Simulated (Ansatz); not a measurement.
Given:

```xyz
6
Lattice="4.8275 0.0000 0.0000 0.0000 4.8275 0.0000 0.0000 0.0000 3.1510" Properties=species:S:1:pos:R:3 pbc="T T T"
Sn     0.0000     0.0000     0.0000
Sn     2.4138     2.4138     1.5755
O      1.4739     1.4739     0.0000
O      3.8877     0.9398     1.5755
O      0.9398     3.8877     1.5755
O      3.3536     3.3536     0.0000
```

A single point on SnO2 with a change (uniaxial strain ε_zz = −2.69 %), its geometry relaxed with PBE.

Calculations: Kohn–Sham DFT with the PBE functional, run in Ansatz (a first-principles code) with PAW and 420 eV plane waves, with spin-orbit coupling. Settings: 7×7×10 k-points, 0.05 eV Fermi–Dirac smearing.

Problem. What is the computed pressure?

Solution. 6.11 GPa.

Problem. Predict the valence-band top at Γ (three highest Kramers pairs, from the VBM).

Solution. 0.00, -0.79, -0.81 eV.

Problem. What gap character does the calculation give?

Solution. Direct at Γ.

Single points use the geometry relaxed with PBE. No phonon test of stability was made. The cell was made from SnO2 in the rutile structure (space group P4_2/mnm, No. 136) by this change: uniaxial strain ε_zz = −2.69 %.
